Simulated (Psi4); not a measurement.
Psi4 1.11, B3LYP/def2-svp: Nb(O)(F)2(OMe) (C[O][Nb](=[O])([F])[F]), 9 atoms. The geometry is a generated start, not checked to be a minimum at this level.

- task = energy
- method = b3lyp
- basis = def2-svp
- memory = 3 GB
- maxiter = 100
- keys of the molecule block = symmetry c1
- scf_type = df (default)
- diis_max_vecs = 10 (default)
- e_convergence = 1e-06 (default)
- d_convergence = 1e-06 (default)
- dft_radial_points = 75 (default)
- dft_spherical_points = 302 (default)
- effective core potentials = those of the basis set, past Kr
- basis functions = 116
- grid points = 195161

```xyz
9

Nb     0.2729     0.5357     1.3695
O      1.9408     0.2597     1.4301
F     -0.4919    -0.4357     2.7368
F      0.0230     2.3517     1.5532
O     -0.3407    -0.0116    -0.1941
C     -0.3508    -0.5658    -1.4723
H     -0.5470     0.2190    -2.2132
H      0.6309    -1.0249    -1.6727
H     -1.1371    -1.3281    -1.5372
```

Charge 0 and multiplicity 1 are set for this test and not shown to be the ground state.

With the defaults (diis = true, scf_initial_accelerator = adiis, damping_percentage = 0, soscf = false, soscf_start_convergence = 0.01, diis_start = 1, guess = auto, which took SAD, level_shift = 0, level_shift_cutoff = 0.01) it converges in 11 SCF iterations. One run each on 2 threads, with these changes:
- guess = sapgau
- level_shift = 0.1, level_shift_cutoff = 0.001
- level_shift = 0.5, level_shift_cutoff = 0.001
- guess = sap
- guess = sadno
- diis = false, scf_initial_accelerator = none, damping_percentage = 60
- scf_initial_accelerator = none
- diis_start = 4
- soscf = true, soscf_start_convergence = 0.1

Q: Which of these changes keep the SCF from converging, or lead it to another solution?

A: No convergence: diis = false, scf_initial_accelerator = none, damping_percentage = 60 (the run ends without SCF convergence in 100 iterations). The rest reach the solution of the defaults.

```json
[
 {"setting": "soscf = true, soscf_start_convergence = 0.1", "SCF iterations": "7", "JK calls": "28", "end": "same solution"},
 {"setting": "the defaults", "SCF iterations": "11", "JK calls": "12", "end": "same solution"},
 {"setting": "scf_initial_accelerator = none", "SCF iterations": "11", "JK calls": "12", "end": "same solution"},
 {"setting": "level_shift = 0.1, level_shift_cutoff = 0.001", "SCF iterations": "11", "JK calls": "12", "end": "same solution"},
 {"setting": "level_shift = 0.5, level_shift_cutoff = 0.001", "SCF iterations": "11", "JK calls": "12", "end": "same solution"},
 {"setting": "guess = sadno", "SCF iterations": "12", "JK calls": "12", "end": "same solution"},
 {"setting": "guess = sap", "SCF iterations": "17", "JK calls": "17", "end": "same solution"},
 {"setting": "guess = sapgau", "SCF iterations": "17", "JK calls": "17", "end": "same solution"},
 {"setting": "diis_start = 4", "SCF iterations": "20", "JK calls": "21", "end": "same solution"},
 {"setting": "diis = false, scf_initial_accelerator = none, damping_percentage = 60", "SCF iterations": "100", "JK calls": "101", "end": "no convergence"}
]
```

An SOSCF iteration holds several JK calls; a Hückel guess adds calls on atoms. 1 further run of the study ended by our limits or in an error and is left out.
